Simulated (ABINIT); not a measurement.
ABINIT run on SnSe2 (P-3m1, 3 atoms in the cell): self-consistent single point.

Method of the run: PBE, PAW (JTH v2.0 PBE PAW) (plane waves; ABINIT 10.0.3).

The change in words: lattice scaled by 0.98. Reference geometry:
```xyz
3
Lattice="3.8258 0.0000 0.0000 -1.9129 3.3132 0.0000 0.0000 0.0000 6.4586" Properties=species:S:1:pos:R:3 pbc="T T T"
Sn     0.0000     0.0000     0.0000
Se     1.9129     1.1044     4.8898
Se     0.0000     2.2088     1.5688
```

Reference input (self-consistent single point, DFT, PBE, plane waves, PAW (JTH v2.0 PBE PAW)): pseudos = [Sn.GGA_PBE-JTH.xml, Se.GGA_PBE-JTH.xml]; ecut = 40 Ry; pawecutdg = 80 Ry; pawxcdev = 0; ixc = 11; occopt = 1; ngkpt = 7 7 4; nshiftk = 1; shiftk = 0 0 0; potentials = JTH v2.0 PBE PAW; nband = 16; kptopt = 1. This run's input differs from it in these lines:

```diff
@@ -3,6 +3,6 @@
 pseudos "Sn.GGA_PBE-JTH.xml, Se.GGA_PBE-JTH.xml"
-acell 3.8257641080 3.8257641080 6.4586390000 Angstrom
+acell 3.7492490698 3.7492490698 6.3294660000 Angstrom
 rprim
-         1.0000000000   -0.0000000066    0.0000000000
-        -0.4999999943    0.8660254071    0.0000000000
+         1.0000000000   -0.0000000710    0.0000000000
+        -0.4999999385    0.8660254393    0.0000000000
          0.0000000000    0.0000000000    1.0000000000
```

The program printed (abridged):

```
--- !BeginCycle
solver: {iscf: 17, nstep: 80, nline: 4, wfoptalg: 10, }
tolerances: {tolvrs: 1.00E-10, }
...

     iter   Etot(hartree)      deltaE(h)  residm     nres2
 ETOT  1  -88.806547569711    -8.881E+01 9.669E-02 3.163E+00
 ETOT  2  -88.901969698353    -9.542E-02 8.432E-03 7.948E-01
 ETOT  3  -88.901463590527     5.061E-04 2.384E-03 1.206E-01
 ETOT  4  -88.901480473121    -1.688E-05 1.097E-03 3.257E-03
 ETOT  5  -88.901504959435    -2.449E-05 2.586E-03 2.519E-04
   [... 3 lines left out ...]
 ETOT  9  -88.901509310267    -1.101E-08 7.370E-04 7.355E-08
 ETOT 10  -88.901509310918    -6.513E-10 1.265E-04 5.588E-09
 ETOT 11  -88.901509310923    -5.301E-12 2.725E-04 7.052E-10
 ETOT 12  -88.901509310928    -4.718E-12 8.743E-05 6.872E-11
 At SCF step   12       nres2   =  6.87E-11 < tolvrs=  1.00E-10 =>converged.

 Cartesian components of stress tensor (hartree/bohr^3)
  sigma(1 1)= -2.52186559E-04  sigma(3 2)=  0.00000000E+00
  sigma(2 2)= -2.52186560E-04  sigma(3 1)=  0.00000000E+00
  sigma(3 3)= -2.48875324E-04  sigma(2 1)= -1.15773075E-13

 ----iterations are completed or convergence reached----

 reduced coordinates (array xred) for    3 atoms
       0.000000000000      0.000000000000      0.000000000000
       0.666666666667      0.333333333333      0.757100000000
       0.333333333333      0.666666666667      0.242900000000
 cartesian forces (eV/Angstrom) at end:
    1      0.00000000000000     0.00000000000000    -0.00000000000000
    2     -0.00000000000000    -0.00000000000000    -0.97931532702079
   [... lines left out ...]
 Fermi (or HOMO) energy (eV) =   1.82398   Average Vxc (eV)=  -9.59839
   [... lines left out ...]
local_psp           : -9.83676811536116E+01
total_energy        : -8.89015108493938E+01
total_energy_eV     : -2.41913313745681E+03
...

-Cartesian components of stress tensor (GPa)         [Pressure=  7.3871E+00 GPa]
- sigma(1 1)= -7.41958349E+00  sigma(3 2)=  0.00000000E+00
- sigma(2 2)= -7.41958350E+00  sigma(3 1)=  0.00000000E+00
- sigma(3 3)= -7.32216358E+00  sigma(2 1)= -3.40616088E-09

 Calculation completed.
```

The run converged in 12 iterations. Against the reference run the free energy rises by 49.7 meV/atom, the pressure goes from 2.59 to 7.39 GPa, the largest force goes from 0.358 to 0.979 eV/Å and the gap on the mesh goes from 0.827 to 0.901 eV.

The starting cell comes from a database of computed structures (which also holds hypothetical and non-ambient phases and stackings), without a prior relaxation at this level. Its lattice was rescaled by a random factor within 2.5 % of one. For this run, on top of that: lattice scaled by 0.98. With a pressure of about 7 GPa the cell is away from its equilibrium volume at this level.
